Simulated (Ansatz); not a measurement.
BeSe: pressure series

Base system: BeSe in the zinc blende structure (space group F-43m, No. 216).

```yaml
crystal:
  lattice:
    - [0.00000, 2.58878, 2.58878]
    - [2.58878, 0.00000, 2.58878]
    - [2.58878, 2.58878, 0.00000]
  atoms:
    - { symbol: Be, position: [0.00000, 0.00000, 0.00000] }
    - { symbol: Se, position: [0.25000, 0.25000, 0.25000] }
```

Cell and atoms are relaxed at each pressure.

Level of theory: Ansatz (a quantum-chemistry and plane-wave program), PBE, PAW, cutoff 420 eV, scalar-relativistic without spin-orbit coupling.

| pressure (GPa) | volume per atom (Å³/atom) |
|---|---|
| -2 | 17.844 |
| -1 | 17.589 |
| 0 | 17.349 |
| 0.9 | 17.149 |
| 2.1 | 16.897 |
| 4.5 | 16.439 |
| 15 | ? |
| 22.5 | 14.171 |
| 30 | 13.546 |

Problem. Fit the third-order Birch–Murnaghan form P(V) = (3B₀/2)[(V₀/V)^(7/3) − (V₀/V)^(5/3)]·[1 + (3/4)(B₀′ − 4)((V₀/V)^(2/3) − 1)] (squares taken in P) to the rows shown and predict the withheld row.

Solution. Least squares on the printed values gives V₀ = 17.350 Å³/atom, B₀ = 75.3 GPa, B₀′ = 3.9; this predicts 14.942 Å³/atom, and the run gives 14.941 Å³/atom, in agreement.

Load acts through the strain it causes; cell and atoms are relaxed under it. No phonon test of stability was made. No other phases were tried under pressure.
